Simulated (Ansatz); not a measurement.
Defect migration in wurtzite GaN: interstitial Zn, charge state +2. The step: Zn moves alone to another site; the atom moves 3.22 Å along (1.00, 1.00, 0.00) of the unit cell; the moving atom starts with neighbours 2 Ga at 2.40, Ga at 2.41, 3 Ga at 2.53; 3 N at 2.01, N at 2.60, N at 2.61 Å and ends with 2 Ga at 2.40, Ga at 2.41, 3 Ga at 2.53; 3 N at 2.01, 2 N at 2.60 Å. A PBE band in Ansatz (plane-wave PAW, one k-point at (0.125, 0.250, 0.250), 72 host sites, 61 SCF runs with any check of the saddle's order, static, no finite-size correction) gives a forward barrier of 0.72 eV. The program found a first-order saddle point. The charge state is imposed; whether it is stable for some Fermi level was not computed. Sites that were not tried may lie lower.

Single points at the band's start and saddle point can refine it. Rough cost of one point, in units of the band's mean SCF on the same machine:

```tsv
Level	Cost of one point
PBE, a 2×2×2 k-point mesh shifted by half a step along c	about 4
r2SCAN at 500 eV, one k-point at (0.125, 0.250, 0.250)	about 2
```

Question: Which of these move the barrier by more than 0.1 eV, and how far does each move it?

Answer: Not one does. PBE, a 2×2×2 k-point mesh shifted by half a step along c: -0.02 eV; r2SCAN at 500 eV, one k-point at (0.125, 0.250, 0.250): -0.03 eV. Each functional is compared with PBE at the same k-points.

Ansatz is a program for electronic structure.
